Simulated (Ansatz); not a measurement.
We consider CaO (model structure, started from the CsCl type, Pm-3m, No. 221, 2 atoms in the cell; like a known high-pressure phase), described by PBEsol in Ansatz (plane waves, PAW).

Settings: plane-wave cutoff 520 eV, 12×12×12 k mesh, Fermi–Dirac smearing 0.01 eV, scalar-relativistic PAW data made under PBE.

Cell (relaxed at this level):

```yaml
crystal:
  lattice:
    - [2.88821, 0.00000, 0.00000]
    - [0.00000, 2.88821, 0.00000]
    - [0.00000, 0.00000, 2.88821]
  atoms:
    - { symbol: Ca, position: [0.00000, 0.00000, 0.00000] }
    - { symbol: O, position: [0.50000, 0.50000, 0.50000] }
```

### Question
Predict the band gap and smallest direct gap on the k points sampled.

### Answer

- band gap: 2.69 eV (indirect)
- smallest direct gap on the k points sampled: 3.00 eV

Computed values are for the static lattice.

A model structure was made by putting elements into a prototype or built by hand; it is no filed structure, need not be a known phase, and can be a saddle point held by its symmetry.

Ansatz is an electronic-structure program.
